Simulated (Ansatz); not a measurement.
Defect migration in alpha quartz: O vacancy, neutral cell. The step: one O atom jumps into the vacancy from a nearby O site; the atom moves 2.13 Å along (0.34, 0.17, -0.28) of the unit cell; the moving atom starts with neighbours 2 Si at 1.64 Å and ends with 2 Si at 1.64 Å. A PBE band in Ansatz (plane-wave PAW, the Γ point alone, 72 host sites, 52 SCF runs with any check of the saddle's order, static, no finite-size correction) gives a forward barrier of 4.60 eV. The saddle point's order was not checked, and it lies on a symmetry element of the cell, where a band can be held. The charge state is imposed; whether it is stable for some Fermi level was not computed. Forms of the defect that were not tried may lie lower.

Single points at the band's start and saddle point can refine it. Rough cost of one point, in units of the band's mean SCF on the same machine:

```tsv
Level	Cost of one point
PBE, a 2×2×2 k-point mesh shifted by half a step along c	about 8
r2SCAN at 500 eV, the Γ point alone	about 4
HSE06, Γ point alone	about 20
```

Problem. Which of these move the barrier by more than 0.1 eV, and how far does each move it?

Solution. PBE, a 2×2×2 k-point mesh shifted by half a step along c: +0.03 eV; r2SCAN at 500 eV, the Γ point alone: +0.49 eV; HSE06, Γ point alone: +0.77 eV. Each functional is compared with PBE at the same k-points.

Ansatz is a program for electronic structure.
